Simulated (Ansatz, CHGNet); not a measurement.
## Equilibrium lattice constant a of fluorite AuAl₂ at several levels of theory

No measured value is used here.

```tsv
level (code)	value (Å)
CHGNet 0.3.0	6.056
LDA (Ansatz)	5.956
BLYP (Ansatz)	6.141
PBE (Ansatz)	6.061
PBE+SOC (Ansatz)	…
RPBE (Ansatz)	6.100
PBE-D4 (Ansatz)	5.997
PBEsol-D3(BJ) (Ansatz)	…
r²SCAN (Ansatz)	…
r²SCAN+SOC (Ansatz)	5.995
r²SCAN0 (Ansatz)	5.984
```

### Question
Complete the blanks.

### Answer

- PBE+SOC (Ansatz, a quantum-chemistry and plane-wave program), value (Å): 6.046
- PBEsol-D3(BJ) (Ansatz), value (Å): 5.945
- r²SCAN (Ansatz), value (Å): 6.010

Density-functional levels without +SOC have no spin–orbit coupling. Cutoffs and k meshes differ between the levels. Ansatz's density-functional and Hartree–Fock values are scalar-relativistic unless marked +SOC, with PAW data made under PBE.

Machine-learned potentials (CHGNet 0.3.0) are trained on DFT data: a solid inside that data is no test of them.
